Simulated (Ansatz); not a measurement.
The structure below was relaxed with r2SCAN/PAW in Ansatz (a program for electronic structure), scalar-relativistic without spin-orbit coupling.

Space group I4₁md (No. 109); a = b = 3.563 Å, c = 11.437 Å, α = β = γ = 90.00°

| atom | site | symmetry | x | y | z |
|---|---|---|---|---|---|
| Zn | 4a | 2mm. | 0.0000 | 0.0000 | 0.5001 |
| As | 4a | 2mm. | 0.0000 | 0.0000 | 0.9159 |

### Question
Write out a cell with all atoms.

### Answer
```
ZnAs
1.0
    3.56319     0.00000     0.00000
    0.00000     3.56319     0.00000
    0.00000     0.00000    11.43730
Zn As
4 4
Direct
  0.50000   0.50000   0.00007
  0.00000   0.50000   0.75007
  0.00000   0.00000   0.50007
  0.50000   0.00000   0.25007
  0.00000   0.00000   0.91593
  0.00000   0.50000   0.16593
  0.50000   0.50000   0.41593
  0.50000   0.00000   0.66593
```
This is the conventional cell.

No phonon test of stability was made. The final runs are not spin-polarised. The cell was made from NbAs by this change: Nb → Zn; the result is a hypothetical phase, not in the database extracts checked.
